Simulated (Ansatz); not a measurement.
Substrate model: monolayer graphene, 5x5 cell, one far atom fixed; cell 12.3 x 12.3 Å at 60°; in-plane lattice constant set by hand. All values below come from PBE-D3(BJ) (plane waves to 420 eV, PAW; Ansatz, a program for electronic structure). k mesh 3 x 3 x 1. The slab states were run without spin polarisation. Results hold for this cell, coverage and mesh. Barriers come from a climbing-image nudged elastic band between relaxed ends, or a saddle search from its top (force threshold 0.05 eV/Å), without zero-point or thermal terms. The ends were relaxed from one prepared geometry each.

Step: TMG dissociates at its Ga-C bond, Ga on C and C on C (ending with C(24)-C(a1), C(25)-Ga(a0)).

Top of the path, atoms near the reaction:

```
atom     x (Å)  y (Å)  z (Å)
------  ------  -----  -----
C(13)    4.941  2.824  1.127
C(14)    4.946  4.255  1.112
C(15)    6.157  4.970  1.236
C(16)    6.172  6.376  1.133
C(17)    7.411  7.102  1.142
C(22)    6.183  2.112  1.138
C(23)    7.408  2.805  1.267
C(24)    7.374  4.235  1.667
C(25)    8.663  4.972  1.402
C(26)    8.641  6.392  1.176
C(27)    9.871  7.098  1.044
C(32)    8.633  2.115  1.146
C(33)    9.881  2.822  1.125
C(34)    9.880  4.243  1.161
C(35)   11.108  4.957  1.032
C(36)   11.106  6.384  1.017
Ga(a0)   9.024  5.025  3.641
C(a1)    6.905  4.095  3.534
H(a2)    6.491  5.023  3.948
H(a3)    6.057  3.449  3.286
H(a4)    7.454  3.495  4.289
C(a5)   10.191  3.583  4.273
H(a6)    9.852  2.608  3.909
H(a7)   11.216  3.751  3.921
H(a8)   10.187  3.585  5.371
C(a9)    8.659  6.817  4.343
H(a10)   9.502  7.479  4.110
H(a11)   7.750  7.238  3.901
H(a12)   8.545  6.755  5.433
```

A partial Hessian moves only the atoms 15, 23, 24, 25, 26, 34, a0, a1; the rest stay at rest.

Task: What modes does it give at the top, and is this a first-order saddle within these atoms?

Result: 242i, 179, 218, 314, 457, 563, 568, 575, 636, 680, 701, 748, 846, 972, 1048, 1071, 1133, 1161, 1187, 1217, 1285, 1295, 1358, 1410 cm^-1. One clearly imaginary mode, so it is.

Task: At the start the same atoms give 175, 260, 262, 291, 424, 545, 579, 673, 676, 701, 783, 830, 858, 1004, 1038, 1119, 1142, 1173, 1205, 1234, 1375, 1396, 1468, 1486 cm^-1. What is the zero-point correction to the barrier, and the harmonic (Vineyard) prefactor?

Result: Zero-point correction -0.07 eV, half the sum of the real modes at the top less that at the start, which turns the barrier of 2.83 eV into 2.77 eV. Prefactor about 2e+13 per second, the product of the start's frequencies over that of the top's real ones, within this small set of atoms; it goes with the uncorrected barrier, not with the corrected one.

Here TMG is trimethylgallium.
